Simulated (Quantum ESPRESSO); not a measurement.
## Several settings converged on SrGaSi (P3m1, 3 atoms in the cell)

```yaml
crystal:
  lattice:
    - [4.19212, 0.00000, 0.00000]
    - [-2.09606, 3.63048, 0.00000]
    - [0.00000, 0.00000, 4.75003]
  atoms:
    - { symbol: Sr, position: [0.00000, 0.00000, 0.01053] }
    - { symbol: Ga, position: [0.33333, 0.66667, 0.50000] }
    - { symbol: Si, position: [0.66667, 0.33333, 0.50000] }
```

Base method: PBEsol, PseudoDojo standard norm-conserving (PBESOL) pseudopotentials (plane waves; Quantum ESPRESSO).

Base settings: ecutwfc = 80 Ry; occupations = smearing; smearing = fd; degauss = 0.0073499 Ry; potentials = {Sr: Sr.upf, Ga: Ga.upf, Si: Si.upf}; K_POINTS = automatic 5 5 3 0 0 0; conv_thr = 1e-11 Ry; mixing_beta = 0.5.

The count of work is k-points × plane waves × bands × iterations; it is no time. Core times come from one kind of shared machine, to one figure; runs under 30 s give none.

**The k-point mesh at a smearing width of 0.02 eV**

In this ladder: degauss = 0.00147 Ry.

Only quantities that move along the ladder and can be compared are tabulated.

```tsv
K_POINTS	free energy less the last step's (meV/atom)	pressure (GPa)	largest difference of a force vector from the last step's (eV/Å)	count of work / last
automatic 3 3 3 0 0 0	157.25	-1.89	0.011	0.027
automatic 5 5 4 0 0 0	0.27	-1.92	0.011	0.066
automatic 7 7 5 0 0 0	-0.15	-1.82	0.012	0.12
automatic 10 10 8 0 0 0	1.03	-1.88	0.005	0.36
automatic 15 15 11 0 0 0	0.00	-1.85	0.000	1.0
```

Coarsest K_POINTS that holds the free energy within 5 meV/atom of the last step, with all finer ones: automatic 5 5 4 0 0 0, at 0.066 of the last step's count of work; the step before is off by 160 meV/atom.

Coarsest K_POINTS that holds the forces within 0.01 eV/Å of the last step, with all finer ones: automatic 10 10 8 0 0 0, at 0.36 of the last step's count of work; the step before is off by 0.012 eV/Å.

Coarsest K_POINTS that holds the pressure within 0.05 GPa of the last step, with all finer ones: automatic 7 7 5 0 0 0, at 0.12 of the last step's count of work; the step before is off by 0.07 GPa.

**The mesh under tetrahedron occupations**

In this ladder: occupations = tetrahedra_opt; smearing = default; degauss = default.

Only quantities that move along the ladder and can be compared are tabulated.

```csv
K_POINTS,free energy less the last step's (meV/atom),pressure (GPa),largest difference of a force vector from the last step's (eV/Å),count of work / last,core time / last (rough)
automatic 4 4 3 0 0 0,63.57,-1.98,0.014,0.024,–
automatic 6 6 5 0 0 0,15.78,-1.89,0.005,0.072,0.06
automatic 9 9 7 0 0 0,4.70,-1.86,0.001,0.18,0.1
automatic 17 17 13 0 0 0,0.00,-1.86,0.000,1.0,1
```

Coarsest K_POINTS that holds the free energy within 2 meV/atom: not settled: the last two steps still differ by 4.7 meV/atom, over half the tolerance, so the ladder does not show it.

Coarsest K_POINTS that holds the pressure within 0.1 GPa of the last step, with all finer ones: automatic 6 6 5 0 0 0, at 0.072 of the last step's count of work and about 0.06 of the last step's time; the step before is off by 0.12 GPa.

Coarsest K_POINTS that holds the forces within 0.01 eV/Å of the last step, with all finer ones: automatic 6 6 5 0 0 0, at 0.072 of the last step's count of work and about 0.06 of the last step's time; the step before is off by 0.014 eV/Å.

On the base run: the starting cell comes from a database of computed structures (which also holds hypothetical and non-ambient phases and stackings), without a prior relaxation at this level. Its lattice was rescaled by up to half a per cent. One atom was moved a little off its site on purpose. Without a gap this mesh is coarse (it stands for a supercell whose shortest vector is 14 Å).
